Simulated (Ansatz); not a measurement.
We consider PbS (Cmcm, No. 63, 4 atoms in the cell; start mp-1018115; high-pressure phase), described by r²SCAN0 (Ansatz, a first-principles code, PAW).

Settings: plane-wave cutoff 520 eV, 6×6×6 k mesh, Fermi–Dirac smearing 0.01 eV, scalar-relativistic PAW data made under PBE.

Cell (relaxed at this level):

```yaml
crystal:
  lattice:
    - [2.07806, -6.01049, 0.00000]
    - [2.07806, 6.01049, 0.00000]
    - [0.00000, 0.00000, 4.25493]
  atoms:
    - { symbol: Pb, position: [0.86881, 0.13119, 0.75000] }
    - { symbol: Pb, position: [0.13119, 0.86881, 0.25000] }
    - { symbol: S, position: [0.64840, 0.35160, 0.75000] }
    - { symbol: S, position: [0.35160, 0.64840, 0.25000] }
```

Problem. What does this level give for the band gap, smallest direct gap on the k points sampled and Γ–Γ gap?

Solution. 
- band gap: 2.45 eV
- smallest direct gap on the k points sampled: 2.72 eV
- Γ–Γ gap: 6.91 eV

Note: the relaxation could not lower the start's symmetry, so the cell can be a saddle point above a distorted one; the cell has widely spaced layers and the level no dispersion term, so their spacing and the moduli can rest on weak binding.

Spin–orbit coupling is not included; with these elements it can move the gap by several tenths of an eV or more.

A start named mp-… is a Materials Project structure, which need not be a measured phase.
